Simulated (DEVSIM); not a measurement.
Device: abrupt Si p-n junction, at 350 K.

```
layer (left to right)  material  thickness (μm)  Nd (cm⁻³)  Na (cm⁻³)  τn (s)  τp (s)
---------------------  --------  --------------  ---------  ---------  ------  ------
1                            Si            88.0          -     1.5e18  8.3e-5  8.3e-5
2                            Si             120     2.5e15          -  8.3e-5  8.3e-5
```

Left contact: ohmic. Right contact: ohmic. Voltage is applied to the left contact. Recombination: SRH at mid-gap, radiative, Auger. Mobility is μmin + (μ − μmin)/(1 + (N/Nref)^α).

Constants are typed, rounded textbook-type inputs, not results; the design itself was drawn at random and stands for no fabricated device. Values at 300 K; Nc and Nv go as T^1.5, mobilities as T to minus their exponent, the gap by Varshni's rule with the affinity fixed.

```csv
parameter,Si
gap (eV),1.124
affinity (eV),4.05
permittivity,11.7
Nc (cm⁻³),2.86e19
Nv (cm⁻³),3.1e19
μn (cm²/Vs),1417
μp (cm²/Vs),470
"μn,min",52
"μp,min",45
"Nref,n",9.7e16
"Nref,p",2.2e17
αn,0.68
αp,0.72
T exponent of μn,2.3
T exponent of μp,2.2
B (cm³/s),4.7e-15
Cn (cm⁶/s),2.8e-31
Cp (cm⁶/s),9.9e-32
Varshni α (eV/K),0.000473
Varshni β (K),636
```

Model (solved in DEVSIM): 1D drift-diffusion, Boltzmann statistics, complete ionisation; no tunnelling, impact ionisation, image-force lowering or self-heating.

Question: Tabulate band edges, carrier densities and field at -10.0 V on the left contact.

Answer: Energies count from the Fermi level of the right contact; mesh points crowd at the junctions.

```csv
x (μm),Ec (eV),Ev (eV),n (cm⁻³),p (cm⁻³),field (V/cm)
0.000,11.012,9.902,95000,1.5e18,≈ 0
0.06828,11.012,9.902,95000,1.5e18,≈ 0
0.3307,11.012,9.902,95000,1.5e18,≈ 0
1.285,11.012,9.902,94000,1.5e18,≈ 0
7.856,11.012,9.902,90000,1.5e18,≈ 0
30.26,11.012,9.902,74000,1.5e18,≈ 0
70.80,11.012,9.902,31000,1.5e18,≈ 0
85.04,11.012,9.902,6100,1.5e18,≈ 0
87.25,11.012,9.902,1600,1.5e18,≈ 0
87.82,11.012,9.902,370,1.5e18,≈ 0
87.97,11.012,9.902,< 1e2,1.5e18,-71
88.04,10.623,9.512,< 1e2,3.7e12,-89000
88.21,9.123,8.013,530,17000,-83000
88.88,4.456,3.346,3800,17000,-57000
93.44,0.289,-0.822,2.5e15,1600000,≈ 0
108.1,0.289,-0.822,2.5e15,9000000,≈ 0
161.0,0.289,-0.822,2.5e15,3.5e7,≈ 0
195.8,0.289,-0.822,2.5e15,5.1e7,≈ 0
206.0,0.289,-0.822,2.5e15,5.6e7,≈ 0
207.5,0.289,-0.822,2.5e15,5.7e7,≈ 0
207.9,0.289,-0.822,2.5e15,5.7e7,≈ 0
208.0,0.289,-0.822,2.5e15,5.7e7,≈ 0
```
